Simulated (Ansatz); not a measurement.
Worked example: relaxation of cell and atoms of HfPd₂ (I4/mmm, 3 atoms in the cell) in Ansatz (a program for electronic structure).

Method of the run: PBEsol, default PAW files made with PBE (plane waves; Ansatz).

The change in words: atoms on their sites; relax: default → cell and atoms. Reference geometry:
```
CELL_PARAMETERS angstrom
     -1.69453     1.69453     4.34401
      1.69453    -1.69453     4.34401
      1.69453     1.69453    -4.34401
ATOMIC_POSITIONS crystal
  Hf 0.00575 0.00575 0.00000
  Pd 0.33903 0.33903 0.00000
  Pd 0.66097 0.66097 0.00000
```

Reference input (self-consistent single point, DFT, PBEsol, plane waves, default PAW files made with PBE): basis.ecutwfc = 420 eV; kpoints.mp_grid.grid = 10 10 10; hamiltonian.xc = pbesol; hamiltonian.pseudopotentials = {kind: paw} (the program's default PAW files); scf.occupations.method = fermi_dirac; scf.occupations.width = 0.1 eV. This run's input differs from it in these lines:

```diff
@@ -7,3 +7,3 @@
   atoms:
-    - { symbol: Hf, position_ang: [0.000000, -0.000000, 0.050000] }
+    - { symbol: Hf, position_ang: [0.000000, 0.000000, 0.000000] }
     - { symbol: Pd, position_ang: [0.000000, -0.000000, 2.945502] }
@@ -19,2 +19,4 @@
   occupations: { method: fermi_dirac, width: 0.1 }
+relax:
+  cell: {}
 output:
```

Output, abridged:

```
   [... SCF lines of the steps left out ...]
relax step   1: F+E_penalty+E_count = -29413.76614346 eV  Δ(F+E_penalty+E_count) = +0.000e0 eV  max|allowed force component| = 8.111e-2 eV/Å  Δτ_max = 0.0000 Å  P = -1.362 GPa  Ω = 49.894 Å³  (7 SCF iters, dr2 threshold 1.00e-7 eV, accepted)
relax step   2: F+E_penalty+E_count = -29413.76315607 eV  Δ(F+E_penalty+E_count) = +2.987e-3 eV  max|allowed force component| = 5.128e-2 eV/Å  Δτ_max = 0.0152 Å  P = +2.637 GPa  Ω = 48.759 Å³  energy of the carried Pulay correction = +3.803e-4 eV  [...]
   [... lines left out ...]
relax step   5: F+E_penalty+E_count = -29413.76904835 eV  Δ(F+E_penalty+E_count) = -2.393e-6 eV  max|allowed force component| = 3.548e-5 eV/Å  Δτ_max = 0.0004 Å  P = +0.001 GPa  Ω = 49.477 Å³  energy of the carried Pulay correction = +1.387e-4 eV  [...]
relax step   6: F+E_penalty+E_count = -29413.76890571 eV  Δ(F+E_penalty+E_count) = +1.426e-4 eV  max|allowed force component| = 8.006e-5 eV/Å  Δτ_max = 0.0000 Å  P = +0.003 GPa  Ω = 49.477 Å³  stress off target by 4.61e-3 GPa  SCF on the basis [...]
basis re-selected at this cell: Δ(F+E_penalty+E_count) = +1.426e-4 eV, ΔP = +0.002 GPa vs the last step
the relaxation is at rest under the 16 symmetry operations that the run kept from its start: a minimum is not shown …
Free energy (F): -29413.768906 eV
Internal energy: -29413.713487 eV  (E = F + TS)
E sigma→0 (E₀):  -29413.741196 eV
Entropy (-TS):   -0.055418 eV (-18.473 meV/atom)
Fermi energy:    20.968175 eV
--- Forces (eV/Å), atoms counted from 1 ---
  atom   1  Hf     0.00000000     0.00000000     0.00000000
   [... lines left out ...]
  cell:  # Å, volume = 49.4773 Å³
   [... lines left out ...]
    - [1.6925490692551695, -1.6925490692551695, 4.317805353831135]
    - [1.6925490692551695, 1.6925490692551695, -4.317805353831135]
  atoms:
    - { symbol: Hf, position: [1.4143168762235094e-19, 1.4143168762235092e-19, -1.9830540235325564e-35] }
    - { symbol: Pd, position: [0.3379920349603923, 0.3379920349603923, 1.5787616616609145e-36] }
    - { symbol: Pd, position: [0.6620079650396077, 0.6620079650396077, 1.4682335281173029e-36] }
```

The run converged.  The full log also holds: “iter 5 did not close the SCF: its close was put off for the readings that it lacked (scf_convergence_deferred on its scf_iter line)”. The full log also holds: “iter 5 did not close the SCF: its close was put off for the readings that it lacked (scf_convergence_deferred on its scf_iter line)”.

Summary of the result:
Free energy E − TS (on the zero of these files): -29413.7689 eV
Fermi level (on the code's own zero): 20.97 eV
Pressure: 0.00 GPa
Final cell: a = b = c = 4.937 Å, α = β = 139.90°, γ = 58.00°
Final volume per atom: 16.49 Å³
Relaxation steps: 6

The starting cell comes from a database of computed structures (which also holds hypothetical and non-ambient phases and stackings), without a prior relaxation at this level. Its lattice was rescaled by up to half a per cent. Spin polarisation is off. The relaxation keeps the symmetry of its start, so its end need not be a minimum. Ansatz's pressure includes its estimate of the finite-basis (Pulay) stress.

Cost on one core of a shared machine: roughly 60 s.

Keys are those of Ansatz 0.2.
